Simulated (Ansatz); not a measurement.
```xyz
2
Lattice="0.0000 1.8044 1.8044 1.8044 0.0000 1.8044 1.8044 1.8044 0.0000" Properties=species:S:1:pos:R:3 pbc="T T T"
N      2.7066     2.7066     2.7066
B      0.0000     0.0000     0.0000
```

No spin polarisation.

The values are results of PBE in Ansatz (plane waves to 420 eV, PAW, no SOC), not measurements. k-mesh 16×16×16 (Γ-centred); smearing 0.05 eV (Fermi–Dirac).

Problem. Predict the electron mass and smallest direct gap.

Solution. Electron mass: 0.91 mₑ along k, 0.30 mₑ across (at X)
Smallest direct gap: 8.86 eV

Load acts through the strain it causes; cell and atoms are relaxed under it. Effective masses come from finite differences of ±0.01 Å⁻¹. Along k means along the line from Γ to the band edge. Whether these cells are dynamically stable was not tested. Competing high-pressure phases were not computed. The cell was made from BN in the zinc blende structure (space group F-43m, No. 216) by this change: pressure 5 GPa.

Ansatz is a quantum-chemistry and plane-wave program.
